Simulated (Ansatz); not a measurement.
An Ansatz (a first-principles code) input (DFT with PBE, PAW potentials and a 420 eV plane-wave cutoff in Ansatz, scalar-relativistic without spin-orbit coupling, earlier PAW set):

Ansatz 0.2 input:
```yaml
crystal:
  lattice:
    - [0, 2.5781081038, 2.5781081038]
    - [2.5781081038, 0, 2.5781081038]
    - [2.5781081038, 2.5781081038, 0]
  atoms:
    - { symbol: Ge, position: [0, 0, 0] }
    - { symbol: W, position: [0.5, 0.5, 0.5] }
basis: { ecutwfc: 420, ecutrho_ratio: 4, xc_grid: 2, fft_grid_basis: typed }
kpoints: { mp_grid: { grid: [16, 16, 16] } }
hamiltonian:
  xc: pbe
  dispersion: none
  pseudopotentials: { azcp: { folder: ./paw }, kind: paw }
scf: { occupations: { method: fermi_dirac, width: 0.05 }, convergence: { dr2_threshold: 0.0000000002 } }
output: { forces: true, stress: true }
checkpoint: { write: state.ck, write_every: 1000 }
```

Problem. Which symmetry and how many k-points will the program report, and about how many plane waves at Γ?

Solution. Space group Fm-3m (ITA 225) with 48 operations, k-points 145 of 4096, and 645 plane waves at Γ.

No phonon test of stability was made. All final runs are without spin polarisation. The cell is WGe in the rock salt structure (space group Fm-3m, No. 225; a hypothetical phase, not in the database extracts checked). WGe has a high density of states at the Fermi level and may be magnetic at this level.
